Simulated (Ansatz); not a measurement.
What uniaxial strain ε_yy = +2.58 % does to hypothetical Fm-3m WTe2

The parent structure is WTe2 (space group Fm-3m, No. 225; a = 6.5720 Å; a hypothetical phase, not in the database extracts checked; relaxed with 0.1 eV smearing). Axes: x, y, z lie along the cube axes.

Now apply this change: the cell is stretched by 2.58 % along y with no lateral relaxation, atoms relaxed at fixed cell.

Level of theory: plane-wave PAW DFT at the PBEsol level (Ansatz, a program for electronic structure, 420 eV), spin-orbit coupling left out. Settings: 15×15×15 k-points, 0.1 eV Fermi–Dirac smearing.

- Volume per atom = 24.26 Å³ (base 23.65 Å³)
- Shortest interatomic distance = 2.870 Å (base 2.846 Å)
- Energy relative to the base (free energy F) = +7.9 meV/atom
- Pressure (mean of the normal stresses, compression positive) = -2.7 GPa (base 0.0 GPa)
- Band gap = zero (base zero)
- Stress (xx, yy, zz, yz, xz, xy; compression positive) = (-1.9, -4.2, -1.9, 0.0, 0.0, 0.0) GPa

Whether these cells are dynamically stable was not tested. All final runs are without spin polarisation. WTe2 has a high density of states at the Fermi level and may be magnetic at this level.
